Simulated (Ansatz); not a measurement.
# MgO, response to strain

The parent structure is MgO in the rock salt structure (space group Fm-3m, No. 225).

```
CELL_PARAMETERS angstrom
      0.00000     2.07958     2.07958
      2.07958     0.00000     2.07958
      2.07958     2.07958     0.00000
ATOMIC_POSITIONS crystal
  Mg 0.00000 0.00000 0.00000
  O  0.50000 0.50000 0.50000
```

Cartesian axes are those of the cell as printed.

Strains are applied to the cell and any free atomic positions relax; under biaxial strain the out-of-plane vector relaxes too.

The values are results of Ansatz (a first-principles code) LDA, no SOC, not measurements.

Notes on the quantities. energy relative to the base: free energy F.

```tsv
biaxial strain, plane normal [001], relaxed out of plane (%)	energy relative to the base (meV/atom)
-3	20.8
-2.5	14.2
-2	?
-1.5	4.9
-1	2.1
0	0.0
```

Problem. Fit ΔE = Aε² + Bε³ (ε in %) to the rows shown and predict the withheld row.

Solution. Least squares on the printed values gives A = 2.05 and B = -0.089 meV/atom (largest residual 0.0 meV/atom); this predicts 8.9 meV/atom, and the run gives 8.9 meV/atom, in agreement.

No phonon test of stability was made.
